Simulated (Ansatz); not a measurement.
The structure below was relaxed with PBEsol-D3(BJ) (Ansatz, an electronic-structure program, PAW, no spin-orbit coupling), at pressure −1 GPa.

```
CELL_PARAMETERS angstrom
      3.56493     0.00000     0.00000
     -1.78247     3.08732     0.00000
      0.00000     0.00000     5.66644
ATOMIC_POSITIONS crystal
  Hf 0.00000 0.00000 0.00000
  S  0.33333 0.66667 0.25708
  S  0.66667 0.33333 0.74292
```

### Question
Find the space group and the Wyckoff positions.

### Answer
Space group P-3m1 (No. 164); a = 3.5649 Å, b = 3.5649 Å, c = 5.6664 Å, α = 90.00°, β = 90.00°, γ = 120.00°

| atom | site | symmetry | x | y | z |
|---|---|---|---|---|---|
| Hf | 1a | -3m. | 0.0000 | 0.0000 | 0.0000 |
| S | 2d | 3m. | 0.3333 | 0.6667 | 0.2571 |

Load acts through the strain it causes; cell and atoms are relaxed under it. Stability against distortions was not tested. The cell was made from HfS2 in the CdI2 type structure (space group P-3m1, No. 164; layered, stacked along the Cartesian z axis) by this change: pressure −1 GPa.
